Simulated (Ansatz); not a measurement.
**CaSnS3 in the cubic perovskite structure (space group Pm-3m, No. 221; a model cell, its experimental status unchecked)**

```yaml
crystal:
  lattice:
    - [4.94514, 0.00000, 0.00000]
    - [0.00000, 4.94514, 0.00000]
    - [0.00000, 0.00000, 4.94514]
  atoms:
    - { symbol: Ca, position: [0.00000, 0.00000, 0.00000] }
    - { symbol: Sn, position: [0.50000, 0.50000, 0.50000] }
    - { symbol: S, position: [0.00000, 0.50000, 0.50000] }
    - { symbol: S, position: [0.50000, 0.50000, 0.00000] }
    - { symbol: S, position: [0.50000, 0.00000, 0.50000] }
```

Level of theory: PBEsol, PAW, 420 eV (Ansatz, a program for electronic structure; without spin-orbit coupling). Settings: 10×10×10 k-points, 0.05 eV Fermi–Dirac smearing.

The volume per atom is 24.19 Å³ and the density is 3.50 g/cm³. The band gap is zero and the total energy is -2080.299 eV/atom (σ→0; compares only within this code and set-up).

No phonon test of stability was made. All final runs are without spin polarisation. Many cubic perovskites are stable only at high temperature; tilts and polar distortions were not tested.
